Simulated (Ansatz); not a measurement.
System: AuAl (P2₁/m, No. 11, 8 atoms in the cell; start mp-1399). Method: r²SCAN in Ansatz (PAW).

Run with plane-wave cutoff 560 eV, 10×16×10 k mesh (along the axes of the cell as run), Fermi–Dirac smearing 0.05 eV, scalar-relativistic PAW data made under PBE.

Cell (relaxed at this level):

AlAu is taken in the monoclinic space group P2₁/m (No. 11), Pearson symbol mP8. Cell: a = c = 6.314 Å, b = 3.450 Å, α = γ = 90.00°, β = 91.93°. Al1 on 2e is coordinated by 6 Au at 2.586–2.738 Å and 2 Al at 2.936 Å. Al2 on 2e sees 6 Au at 2.604–2.743 Å and 2 Al at 2.985 Å. Au1 on 2e is surrounded by 6 Al at 2.604–2.738 Å and 3 Au at 2.957–3.102 Å and 3 Au at 3.399–3.450 Å. Au2 on 2e sees 6 Al at 2.586–2.743 Å and 2 Au at 2.927 Å and 1 Au at 3.102 Å and 3 Au at 3.399–3.450 Å. (Neighbours: up to the widest gap in distance over summed covalent radii, below 1.35, at either atom.)

Problem. Give the computed bulk modulus.

Solution. 
- bulk modulus = 114 GPa

The run finds no gap.

Note: the bulk modulus is −V dP/dV from two relaxed cells at ±2 % in volume; the relaxation could not lower the start's symmetry, so the cell can be a saddle point above a distorted one.

Spin–orbit coupling is not included; it can shift volumes and moduli of such heavy elements.

Computing time: very roughly 30 core-minutes.

A start named mp-… is a Materials Project structure, which need not be a measured phase.

Ansatz is a first-principles code.
